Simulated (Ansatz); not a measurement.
Take NbP (space group I4_1md, No. 109; a = 3.347 Å, c = 11.430 Å; relaxed with 0.1 eV smearing) as the base.

Level of theory: PBE/PAW in Ansatz (a first-principles code), no SOC.

For the base:

| Quantity | Value |
|---|---|
| Pressure | 0.0 GPa |
| Band gap | zero |

One thing is altered: the cell is scaled by 0.9733 in all directions, atoms relaxed at fixed cell.

Task: Estimate the effect on the pressure.

Result: The pressure (mean of the normal stresses, compression positive) goes from zero to 18.3 GPa.

Task: Predict the new energy relative to the base.

Result: The energy increases by 66 meV/atom.

Task: How does this affect the band gap?

Result: The band gap stays zero.

The cells carry an imposed strain or load. Stability against distortions was not tested. All final runs are without spin polarisation. The zero or small gap of NbP can change with the level of theory.
